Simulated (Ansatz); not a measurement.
Take Rb in the bcc (W type) structure (space group Im-3m, No. 229; a = 5.571 Å; relaxed with 0.1 eV smearing) as the base.

All numbers come from PBEsol in Ansatz (plane waves to 420 eV, PAW, no spin-orbit coupling).

For the base:

Pressure: 0.0 GPa

Modification: every lattice vector is shortened by 2.00 %; the atoms relax in the strained cell.

**Question.** Estimate the effect on the energy relative to the base and pressure.

**Answer.** The energy rises by 3.0 meV/atom; the pressure goes from zero to 0.2 GPa.

Stability against distortions was not tested. The final runs are not spin-polarised.

Ansatz is a quantum-chemistry and plane-wave program.
